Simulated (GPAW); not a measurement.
**Input and output of a self-consistent single point for Ga2Pt (Fm-3m, 3 atoms in the cell) (GPAW)**

Computed with PBEsol, GPAW PAW datasets PBEsol (made by gpaw-setup) (plane waves; GPAW 25.7.0).

Input as run:

```python
from ase import Atoms
from ase.units import GPa
from gpaw import GPAW, PW

atoms = Atoms(['Ga', 'Ga', 'Pt'],
              cell=[[0.000000, 2.967920, 2.967920],
                    [2.967920, 0.000000, 2.967920],
                    [2.967920, 2.967920, 0.000000]],
              scaled_positions=[[0.750000, 0.750000, 0.750000],
                                [0.250000, 0.250000, 0.250000],
                                [0.000000, 0.000000, 0.000000]],
              pbc=True)

calc = GPAW(mode=PW(600),
            xc='PBEsol',
            kpts={'size': (8, 8, 8), 'gamma': True},
            occupations={'name': 'methfessel-paxton', 'width': 0.272, 'order': 0},
            nbands=-7,
            convergence={'density': 1e-05},
            symmetry={'symmorphic': False, 'tolerance': 0.0005},
            maxiter=150,
            txt='-')

atoms.calc = calc

energy = atoms.get_potential_energy()
print('Energy (eV):', round(energy, 6))
forces = atoms.get_forces()
print('Forces (eV/Ang):')
print(forces.round(5))
stress = atoms.get_stress()
print('Stress (GPa, Voigt):', (stress / GPa).round(4))
```

Log, with long lists cut:

```
Input parameters:
  convergence: {density: 1e-05}
  kpts: {gamma: True,
         size: (8, 8, 8)}
  maxiter: 150
  mode: {ecut: 600.0,
         name: pw}
  nbands: -7
  occupations: {name: methfessel-paxton,
                order: 0,
                width: 0.272}
  symmetry: {symmorphic: False,
             tolerance: 0.0005}
  xc: PBEsol

species:
  Ga:
    name: Gallium
    Z: 31.0
    valence: 3
    core: 28
    charge: 0.0
    file: Ga.PBEsol.gz

    # Using partial waves for Ga as LCAO basis

  Pt:
    name: Platinum
    Z: 78.0
    valence: 16
    core: 62
    charge: 0.0
    file: Pt.PBEsol.gz

    # Using partial waves for Pt as LCAO basis

Reference energy: -605924.461788  # eV

Spin-paired calculation

Convergence criteria:
 Maximum [total energy] change in last 3 cyles: 0.0005 eV / valence electron
 Maximum integral of absolute [dens]ity change: 1e-05 electrons / valence electron
 Maximum integral of absolute [eigenst]ate change: 4e-08 eV^2 / valence electron
 Maximum number of scf [iter]ations: 150

Symmetries present (total): 48
Symmetries with fractional translations: 0
512 k-points: 8 x 8 x 8 Monkhorst-Pack grid + [1/16,1/16,1/16]
29 k-points in the irreducible part of the Brillouin zone
       k-points in crystal coordinates                weights
   0:     0.00000000    0.00000000    0.00000000          1/512
   1:     0.12500000    0.12500000    0.00000000          6/512
   2:     0.12500000    0.12500000    0.12500000          8/512
   [... 7 lines left out ...]
          ...
  28:     0.50000000    0.50000000    0.50000000          4/512

Wave functions: Plane wave expansion
  Cutoff energy: 600.000 eV
  Number of coefficients (min, max): 1718, 1807
  Pulay-stress correction: 0.000000 eV/Ang^3 (de/decut=0.000000)

Occupation numbers: Methfessel-Paxton:
  width: 0.2720  # eV
  order: 0

Eigensolver

Densities:
  Coarse grid: 24*24*24 grid
  Fine grid: 48*48*48 grid
  Total Charge: 0.000000

Density mixing:
  Method: separate
  Backend: pulay
  Linear mixing parameter: 0.05
  old densities: 5
  Damping of long wavelength oscillations: 50

Hamiltonian:
  XC and Coulomb potentials evaluated on a 48*48*48 grid
  External potential:
    NoExternalPotential

XC parameters: PBEsol with 2 nearest neighbor stencil

Number of atoms: 3
Number of atomic orbitals: 20
Number of bands in calculation: 18
Number of valence electrons: 22
Bands to converge: occupied

Density initialized from atomic densities
  18 bands from LCAO basis set

Atomic positions and initial magnetic moments

Positions:
   0 Ga     4.451880    4.451880    4.451880    ( 0.0000,  0.0000,  0.0000)
   1 Ga     1.483960    1.483960    1.483960    ( 0.0000,  0.0000,  0.0000)
   2 Pt     0.000000    0.000000    0.000000    ( 0.0000,  0.0000,  0.0000)

Unit cell:
           periodic     x           y           z      points  spacing
  1. axis:    yes    0.000000    2.967920    2.967920    24     0.1428
  2. axis:    yes    2.967920    0.000000    2.967920    24     0.1428
  3. axis:    yes    2.967920    2.967920    0.000000    24     0.1428

  Lengths:   4.197273   4.197273   4.197273
  Angles:   60.000000  60.000000  60.000000

Effective grid spacing dv^(1/3) = 0.1558

     iter     time        total  log10-change:
                         energy   eigst   dens
iter:   1 --:--:--   -16.252378
iter:   2 --:--:--   -16.141115   -1.47  -1.17
iter:   3 --:--:--   -15.900256   -1.20  -1.18
iter:   4 --:--:--   -15.811069   -2.97  -1.40
iter:   5 --:--:--   -15.732760   -2.15  -1.47
iter:   6 --:--:--   -15.768645   -2.67  -2.36
iter:   7 --:--:--   -15.757421   -4.06  -2.09
iter:   8 --:--:--   -15.734256   -2.87  -2.16
iter:   9 --:--:--   -15.734103   -3.31  -2.80
iter:  10 --:--:--   -15.734237c  -4.52  -2.89
iter:  11 --:--:--   -15.733417c  -4.13  -2.85
iter:  12 --:--:--   -15.733438c  -5.23  -3.62
iter:  13 --:--:--   -15.733437c  -6.72  -3.83
iter:  14 --:--:--   -15.733424c  -6.04  -3.87
iter:  15 --:--:--   -15.733423c  -6.71  -4.03
iter:  16 --:--:--   -15.733431c  -6.26  -3.89
iter:  17 --:--:--   -15.733431c  -7.72c -4.21
iter:  18 --:--:--   -15.733431c  -8.32c -4.24
iter:  19 --:--:--   -15.733428c  -7.26  -4.29
iter:  20 --:--:--   -15.733429c  -8.31c -4.42
iter:  21 --:--:--   -15.733430c  -8.14c -4.48
iter:  22 --:--:--   -15.733429c  -8.66c -4.51
iter:  23 --:--:--   -15.733429c  -9.10c -4.57
iter:  24 --:--:--   -15.733428c  -8.11c -4.59
iter:  25 --:--:--   -15.733428c  -9.19c -4.81
iter:  26 --:--:--   -15.733428c  -9.24c -4.84
iter:  27 --:--:--   -15.733428c -10.04c -4.97
iter:  28 --:--:--   -15.733428c  -8.98c -5.10c

Converged after 28 iterations.

Dipole moment: (-0.000000, -0.000000, -0.000000) |e|*Ang

Energy contributions relative to reference atoms: (reference = -605924.461788)

Kinetic:        +16.889147
Potential:      -14.689255
External:        +0.000000
XC:             -17.437362
Entropy (-ST):   -0.049702
Local:           -0.471107
SIC:             +0.000000
--------------------------
Free energy:    -15.758279
Extrapolated:   -15.733428

Showing only first 2 kpts
 Kpt  Band  Eigenvalues  Occupancy
  0     9      7.81399    0.51697
  0    10     12.85024    0.00000
  0    11     12.85024    0.00000
  0    12     12.85024    0.00000

  1     9      8.24026    0.00418
  1    10     10.48717    0.00000
  1    11     10.48717    0.00000
  1    12     10.90123    0.00000

Fermi level: 7.68935

No gap
No difference between direct/indirect transitions
Energy (eV): -15.733428

Forces in eV/Ang:
  0 Ga   -0.00000   -0.00000    0.00000
  1 Ga   -0.00000   -0.00000   -0.00000
  2 Pt    0.00000    0.00000    0.00000

Stress tensor:
     0.003034    -0.000000    -0.000000
    -0.000000     0.003034     0.000000
    -0.000000     0.000000     0.003034
Stress (GPa, Voigt): [ 0.4862  0.4862  0.4862  0.     -0.     -0.    ]
```

The run converged in 28 iterations. GPAW prints stress with tension positive.

The starting cell comes from a database of computed structures (which also holds hypothetical and non-ambient phases and stackings), without a prior relaxation at this level. Spin-orbit coupling is off. Spin polarisation is off.
